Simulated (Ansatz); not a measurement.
Start from ScAlCO (space group P6_3mc, No. 186; a = 3.2449 Å, c = 10.1803 Å; a cell from a computed database, its experimental status unchecked). Axes: x lies along a and z along c of the hexagonal cell.

The values are results of r2SCAN in Ansatz (plane waves to 500 eV, PAW, no SOC), earlier PAW set, not measurements.

For the base:

| Property | Result |
|---|---|
| Band gap | 1.51 eV |
| Valence-band top at Γ | 0.00, 0.00, -0.17 eV |

Now apply this change: the cell is stretched by 3.30 % along y with no lateral relaxation; the atoms relax in the strained cell.

Problem. What happens to the band gap, stress and valence-band top at Γ?

Solution. The band gap falls by 0.064 eV (1.51 eV → 1.44 eV); the stress (xx, yy, zz, yz, xz, xy; compression positive) comes out as (-2.51, -10.76, -3.06, 0.00, 0.00, 0.00) GPa; the valence-band top at Γ (three highest levels, from the VBM) becomes 0.00, -0.16, -0.19 eV (base: 0.00, 0.00, -0.17 eV).

No phonon test of stability was made. The final runs are not spin-polarised.

Ansatz is a program for electronic structure.
